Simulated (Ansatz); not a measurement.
In on the W site (In_W) in bcc W (start: the W site; 54-site cell, 4×4×4 shifted sampling), host crystal and elements as references (Δμ(W) = 0.00 eV, Δμ(In) = 0.00 eV; In taken from its element, since no compound that bounds it was computed at this level; only phases computed here count, gases as isolated molecules at 0 K). These are PBE, PAW (plane waves to 420 eV; Ansatz, a program for electronic structure) values and carry that method's errors. In charge state 0 (not spin-polarised) the formation energy is 1.84 eV. The crystal has 6.19 × 10^22 W sites per cm³. Reference phases: bcc W, tetragonal indium. The relaxation kept the symmetry of the site.

Question: Estimate the equilibrium concentration at 1300 K in the dilute limit, leaving out vibrational entropy and degeneracy.

Answer: kT = 0.1120 eV; c = N exp(−E_f / kT) = 6.19 × 10^22 × exp(−16.4) ≈ 5 × 10^15 cm^-3. An error of 0.2 eV in E_f moves this by a factor of 6.
